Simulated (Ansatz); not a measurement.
GaAs under load (space group I-4m2), r2SCAN with spin-orbit coupling, rigid bands run with Ansatz (an electronic-structure program). Condition of this run: uniaxial stress along [001] of -1.2 GPa (compression positive) (the target of the relaxation). Band gap 0.80 eV, N_c = 3.14e17 cm⁻³ and N_v = 4.54e18 cm⁻³ at 300 K, conductivity masses along y (a = (0.00, 2.82, 2.87) Å; b = (2.82, 0.00, 2.87) Å; c = (2.82, 2.82, 0.00) Å) of 0.0557 mₑ (electrons) and 0.329 mₑ (holes). Take k_BT = 0.02585 eV.

Question: What thermal injection velocity √(2k_BT/πm) limits a ballistic channel along the direction named?

Answer: 2.28e7 cm/s for electrons and 9.38e6 cm/s for holes, a ratio of √(m_h/m_e) = 2.43, for dilute carriers.

Question: Find the intrinsic carrier density and the intrinsic Fermi level.

Answer: n_i = √(N_c N_v) exp(−E_g/2k_BT) = 1.19e18 × exp(−15.47) = 2.3e11 cm⁻³. The level lies (k_BT/2) ln(N_v/N_c) = 35 meV from mid-gap (positive towards the conduction band). Each 0.1 eV added to the gap lowers n_i by a factor of 6.9.

Rigid bands with the computed gap; masses take one relaxation time for all states. Geometry: cell and atoms relaxed with PBEsol.
